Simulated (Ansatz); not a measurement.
## Quick settings and what they miss: V₆GeOs (Pm-3, 8 atoms in the cell)

Self-consistent single point.

```yaml
crystal:
  lattice:
    - [4.66676, 0.00000, 0.00000]
    - [0.00000, 4.66676, 0.00000]
    - [0.00000, 0.00000, 4.66676]
  atoms:
    - { symbol: V, position: [0.00000, 0.50000, 0.74842] }
    - { symbol: V, position: [0.00000, 0.50000, 0.25158] }
    - { symbol: V, position: [0.74842, 0.00000, 0.50000] }
    - { symbol: V, position: [0.25158, 0.00000, 0.50000] }
    - { symbol: V, position: [0.50000, 0.74842, 0.00000] }
    - { symbol: V, position: [0.50000, 0.25158, 0.00000] }
    - { symbol: Ge, position: [0.00000, 0.00000, 0.00000] }
    - { symbol: Os, position: [0.50000, 0.50000, 0.50000] }
```

Method: PBEsol, harder PAW files (source: ansatz) made with PBE (plane waves; Ansatz, an electronic-structure program).

Base settings: basis.ecutwfc = 840 eV; kpoints.mp_grid.grid = 7 7 7; hamiltonian.xc = pbesol; hamiltonian.pseudopotentials = {kind: paw, source: ansatz}; scf.occupations.method = gaussian; scf.occupations.width = 0.272 eV.

Tight run (finer mesh or higher cutoff; not a proven limit): basis.ecutwfc: 840 eV → 1175 eV; kpoints.mp_grid.grid: 7 7 7 → 10 10 10; scf.convergence.dr2_threshold: default (1e-07 eV) → 1e-09 eV. It gave Fermi level (on the code's own zero) 19.51 eV; pressure 8.08 GPa; largest force (vector length) 0.065 eV/Å.

Quick runs, as changes from the base:
- A: the base itself
- B: basis.ecutwfc: 840 eV → 420 eV; kpoints.mp_grid.grid: 7 7 7 → 8 8 8; scf.occupations.method: gaussian → fermi_dirac; scf.occupations.width: 0.272 eV → 0.2 eV
- C: basis.ecutwfc: 840 eV → 505 eV; kpoints.mp_grid.grid: 7 7 7 → 1 1 1; hamiltonian.xc: pbesol → lda [LDA (PW92)]
- D: basis.ecutwfc: 840 eV → 420 eV; kpoints.mp_grid.grid: 7 7 7 → 4 4 4; scf.convergence.dr2_threshold: default (1e-07 eV) → 0.0001 eV
- E: kpoints.mp_grid.grid: 7 7 7 → 4 4 4; hamiltonian.xc: pbesol → lda; kpoints.mp_grid.shift: default → 0.5 0.5 0.5 [LDA (PW92)]
- F: basis.ecutwfc: 840 eV → 420 eV; kpoints.mp_grid.grid: 7 7 7 → 2 2 2; scf.occupations.method: gaussian → cold; scf.occupations.width: 0.272 eV → 0.2 eV; scf.convergence.dr2_threshold: default (1e-07 eV) → 0.0001 eV

Energies are extrapolated to zero smearing width, which holds to low order in the width alone.

Dashes: energy of C, E, another energy zero.

† marks runs with another functional, U, potentials or spin treatment: their distance from the tight run is not a convergence error alone.

The count of work is k-points × plane waves × bands × iterations; it is no time. 

Pressures in the table are Ansatz's without its Pulay estimate, at a fixed set of plane waves; the tight run's value above holds the estimate.

The starting cell comes from a database of computed structures (which also holds hypothetical and non-ambient phases and stackings), without a prior relaxation at this level. Its lattice was rescaled by a random factor within 2.5 % of one. Spin polarisation is off. In the base run, with a pressure of about 8 GPa the cell is away from its equilibrium volume at this level.

| run | energy less tight (meV/atom) | pressure less tight (GPa) | largest miss in a force vector (eV/Å) | count of work / tight |
|---|---|---|---|---|
| A | 0.6 | 0.01 | 0.002 | 0.15 |
| B | 3054.0 | -186.53 | 0.003 | 0.10 |
| C† | – | -74.31 | 1.589 | 0.0030 |
| D | 3049.1 | -187.22 | 0.005 | 0.019 |
| E† | – | -6.40 | 0.088 | 0.026 |
| F | 3081.7 | -186.23 | 0.296 | 0.0070 |

Among the runs at the tight run's level, the energy misses run from 0.6 to 3081.7 meV/atom.

Keys are those of Ansatz 0.2.
